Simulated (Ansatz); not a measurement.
System: Os (model structure, Im-3m, No. 229, 1 atom in the cell). Method: r²SCAN (plane waves, PAW; Ansatz, a quantum-chemistry and plane-wave program).

Settings: plane-wave cutoff 560 eV, 26×26×26 k mesh, Fermi–Dirac smearing 0.05 eV, no spin polarisation, scalar-relativistic PAW data made under PBE.

Cell (relaxed at this level):

```cif
data_Os
_chemical_formula_sum 'Os1'
_space_group_name_H-M_alt 'P 1'
_space_group_IT_number 1
_cell_length_a 2.65939
_cell_length_b 2.65939
_cell_length_c 2.65939
_cell_angle_alpha 109.471
_cell_angle_beta 109.471
_cell_angle_gamma 109.471
loop_
_space_group_symop_operation_xyz
  'x, y, z'
loop_
_atom_site_label
_atom_site_type_symbol
_atom_site_fract_x
_atom_site_fract_y
_atom_site_fract_z
_atom_site_occupancy
Os1 Os 0.00000 0.00000 0.00000 1
```

Task: Predict the bulk modulus.

Result: 
* **bulk modulus**: 382 GPa

Note: the run has no spin polarisation, so it can have missed a magnetic state; the bulk modulus is −V dP/dV from two relaxed cells at ±2 % in volume; the relaxation could raise the start's symmetry but not lower it, so the cell can be a saddle point.

Spin–orbit coupling is not included.

Computed values are for the static lattice.

Cost on a shared machine: roughly 2.1 core-minutes.

A model structure was made by putting elements into a prototype or built by hand; it is no filed structure, need not be a known phase, and can be a saddle point held by its symmetry.
